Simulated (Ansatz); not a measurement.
# CdGeAs₂ in the chalcopyrite structure (space group I-42d, No. 122)

```
CELL_PARAMETERS angstrom
     -2.99061     2.99061     5.64915
      2.99061    -2.99061     5.64915
      2.99061     2.99061    -5.64915
ATOMIC_POSITIONS crystal
  Cd 0.75000 0.25000 0.50000
  Cd 0.00000 0.00000 0.00000
  Ge 0.25000 0.75000 0.50000
  Ge 0.50000 0.50000 0.00000
  As 0.15368 0.12500 0.52868
  As 0.59632 0.62500 0.47132
  As 0.37500 0.84632 0.97132
  As 0.87500 0.40368 0.02868
```

Computed with r2SCAN/PAW in Ansatz (a program for electronic structure), no SOC. k-mesh 8×8×8 (Γ-centred); smearing 0.05 eV (Fermi–Dirac).

* **Volume per atom**: 25.26 Å³
* **Density**: 5.50 g/cm³
* **Band gap**: 0.10 eV, direct at Γ
* **Total energy**: -5575.213 eV/atom (σ→0; compares only within this code and set-up)

Semilocal Kohn–Sham gaps tend to fall short of experiment. Stability against distortions was not tested. A zero or small gap of CdGeAs2 can be the functional's error rather than a property of the material.
